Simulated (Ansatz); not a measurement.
Terminations of the (100) surface of rock-salt TiN, measured from the surface 'a layer of Ag, one atom over each N'. Atoms come from or go to: Ag: fcc Ag, Al: fcc Al, B: alpha boron, C: graphite, Cr: bcc Cr, antiferromagnetic, Hf: hcp Hf, N: ½ N2(g), Pt: fcc Pt, S: ⅛ S8(g), Sc: hcp Sc, Ta: bcc Ta, Ti: hcp Ti, W: bcc W. ΔE is the energy of forming the row's surface from that one (negative: more stable at these reservoirs); the vacuum level's shift is aligned on the shared bottom. No zero-point or thermal terms. These are constructed structures in small cells; real faces may alloy, dewet or reconstruct in larger ones, and not all known structures of the face are among them. Slabs of about 13 Å, Fermi-Dirac smearing of 0.1 eV. Bottom of the slabs: a bare face, its two planes held. Relaxed from the named starts with such symmetry as they have, on meshes of like density; energies extrapolated to zero smearing; spin only where a row says so; no spin-orbit coupling, no U. Brackets mark spin-polarised runs, whose order is one that fits the cell. A dash marks a value that is undefined for that row (no clear gap, or no work function of a gapped slab) or was not read reliably on its mesh.

The numbers are results of PBE (plane waves to 420 eV, PAW; Ansatz, a first-principles code), not measurements.

```
surface                                                                     atoms added per 1x1  ΔE per 1x1 (eV)  shift of the vacuum level (eV)  work function (eV)
----------------------------------------------------------------------  -----------------------  ---------------  ------------------------------  ------------------
W on all Ti sites of the top plane                                           -1 Ag, -1 Ti, +1 W             2.87                           -1.24                3.57
Cr on all Ti sites of the second plane [spin, 2.0 μB a cell]                -1 Ag, +1 Cr, -1 Ti             1.83                           -1.79                3.04
Sc on all Ti sites of the second plane                                      -1 Ag, +1 Sc, -1 Ti                …                           -1.82                2.93
a layer of Pt, one atom over each N                                                -1 Ag, +1 Pt                …                            0.59                5.36
S on half the N sites of the top plane, c(2x2) (1 S–Ti bonds broke)       -1 Ag, -0.5 N, +0.5 S            -0.52                           -0.48                4.28
Cr on half the Ti sites of the top plane, c(2x2) [spin, 2.7 μB a cell]  -1 Ag, +0.5 Cr, -0.5 Ti             0.86                           -1.37                3.42
a layer of Al, one atom over each Ti                                               -1 Ag, +1 Al             0.42                           -0.50                4.28
Ta on all Ti sites of the top plane                                         -1 Ag, +1 Ta, -1 Ti             0.89                           -1.77                3.04
Sc on half the Ti sites of the top plane, c(2x2)                        -1 Ag, +0.5 Sc, -0.5 Ti                …                           -2.37                2.40
B on half the N sites of the top plane, c(2x2)                            -1 Ag, +0.5 B, -0.5 N             0.71                           -0.66                4.09
C on half the N sites of the top plane, c(2x2)                            -1 Ag, +0.5 C, -0.5 N             0.35                           -1.34                3.43
Hf on all Ti sites of the second plane                                      -1 Ag, +1 Hf, -1 Ti                …                           -1.91                2.86
```

### Question
Complete the blanks.

### Answer

- Sc on all Ti sites of the second plane, ΔE per 1x1 (eV): -0.62
- a layer of Pt, one atom over each N, ΔE per 1x1 (eV): 0.46
- Sc on half the Ti sites of the top plane, c(2x2), ΔE per 1x1 (eV): -0.79
- Hf on all Ti sites of the second plane, ΔE per 1x1 (eV): 0.17
